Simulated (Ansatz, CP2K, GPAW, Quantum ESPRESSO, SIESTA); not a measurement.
# K2SnHgTe4 (I-42m, 8 atoms in the cell) computed with different codes at matched settings

Self-consistent single point, at a second geometry (lattice scaled by 0.98). First geometry:

```
K2SnHgTe4
1.0
   -4.39353     4.39353     3.73584
    4.39353    -4.39353     3.73584
    4.39353     4.39353    -3.73584
K Sn Hg Te
2 1 1 4
Direct
  0.50000   0.00000   0.50000
  0.00000   0.50000   0.50000
  0.00000   0.00000   0.00000
  0.50000   0.50000   0.00000
  0.58681   0.93755   0.00000
  0.06245   0.06245   0.64926
  0.93755   0.58681   0.00000
  0.41319   0.41319   0.35074
```

Shared settings, as Ansatz (an electronic-structure program) writes them: kpoints.mp_grid.grid = 3 3 3; scf.occupations.method = fixed. Potentials and cutoffs stand in the table.

```csv
code,model,ΔF from the first geometry (meV/atom),pressure (GPa),largest force (eV/Å),gap on the mesh (eV),cutoff
Quantum ESPRESSO,"LDA (PZ), GBRV 1.5 ultrasoft (LDA) pseudopotentials",-27.0,-1.45,0.153,1.054,40 Ry
SIESTA,"LDA PW92, numerical atomic orbitals DZP, PseudoDojo LDA standard norm-conserving potentials (rewritten from UPF to PSML)",-19.5,-0.46,0.509,1.113,grid 400 Ry
CP2K,"LDA (Pade form), GPW, DZVP-MOLOPT-SR-GTH basis, GTH-PADE potentials (GTH_POTENTIALS)",-24.5,-0.94,0.109,1.101,grid 500 Ry
GPAW,"LDA (Perdew-Wang 92), GPAW PAW datasets LDA (gpaw-data 1.0.1)",-29.7,-1.42,0.071,1.088,550 eV
Ansatz,"LDA (PW92), default PAW files made with PBE",-28.2,-1.27,0.118,1.079,420 eV
```

Gaps are read on the mesh.

On Ansatz's run: spin-orbit coupling is off.

The spread over the programs that give each value: ΔF from the first geometry within 10.2 meV/atom; pressure within 0.99 GPa; largest force within 0.438 eV/Å; gap on the mesh within 0.059 eV.

SIESTA and CP2K use small atom-centred bases, whose incompleteness enters pressures, forces and empty levels differently from a plane-wave cutoff. Ansatz's pressure is given at a fixed set of plane waves, as the other plane-wave codes print theirs. The same LDA comes in different parametrisations, which differ slightly. In the force vectors, SIESTA (by 0.405) lies more than 0.08 eV/Å from the median of the plane-wave programs.

The starting cell comes from a database of computed structures (which also holds hypothetical and non-ambient phases and stackings), without a prior relaxation at this level. For this run, on top of that: lattice scaled by 0.98.

Keys are those of Ansatz 0.2.
